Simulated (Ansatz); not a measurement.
# Effect of pressure 0.3 GPa on ZnCu2SnS4

The parent structure is ZnCu₂SnS₄ (space group I-4, No. 82; a = 5.414 Å, c = 10.823 Å).

Now apply this change: a hydrostatic pressure of 0.3 GPa.

All numbers come from Ansatz (a first-principles code), r2SCAN, PAW, cutoff 500 eV, without spin-orbit coupling, earlier PAW set. Γ-centred 9×9×9 mesh, Fermi–Dirac width 0.05 eV.

```json
[
 {"quantity": "volume per atom", "base": "19.83 Å³", "changed": "19.75 Å³", "shift": "-0.08 Å³"},
 {"quantity": "lattice parameter a", "base": "5.414 Å", "changed": "5.407 Å", "shift": "-0.007 Å"},
 {"quantity": "c/a ratio", "base": "1.999", "changed": "1.999", "shift": "0.000"},
 {"quantity": "shortest interatomic distance", "base": "2.299 Å", "changed": "2.296 Å", "shift": "-0.003 Å"},
 {"quantity": "band gap", "base": "0.47 eV", "changed": "0.49 eV", "shift": "+0.012 eV"},
 {"quantity": "gap character", "base": "direct at Γ", "changed": "direct at Γ", "shift": "–"},
 {"quantity": "width of the top valence band", "base": "0.88 eV", "changed": "0.89 eV", "shift": "+0.01 eV"},
 {"quantity": "electron mass", "base": "0.11 mₑ (at Γ)", "changed": "0.11 mₑ (at Γ)", "shift": "–"},
 {"quantity": "valence-band top at Γ (three highest levels, from the VBM)", "base": "0.00, -0.07, -0.07 eV", "changed": "0.00, -0.07, -0.07 eV", "shift": "–"},
 {"quantity": "valley order (the lowest conduction-band minima on the path, energy above the VBM, named in the base's zone)", "base": "Γ 0.47 eV; X (0, 0, 1/2) 0.85 eV", "changed": "Γ 0.49 eV; X (0, 0, 1/2) 0.86 eV", "shift": "–"}
]
```

Final structure:

```
CELL_PARAMETERS angstrom
     -2.70360     2.70360     5.40499
      2.70360    -2.70360     5.40499
      2.70360     2.70360    -5.40499
ATOMIC_POSITIONS crystal
  Cu 0.00000 0.00000 0.00000
  Cu 0.75000 0.25000 0.50000
  Zn 0.25000 0.75000 0.50000
  Sn 0.50000 0.50000 0.00000
  S  0.63535 0.62872 0.52235
  S  0.10637 0.11300 0.47765
  S  0.37128 0.89363 0.00663
  S  0.88700 0.36465 0.99337
```

Load acts through the strain it causes; cell and atoms are relaxed under it. Effective masses come from finite differences of ±0.01 Å⁻¹. Whether these cells are dynamically stable was not tested. The final runs are not spin-polarised.
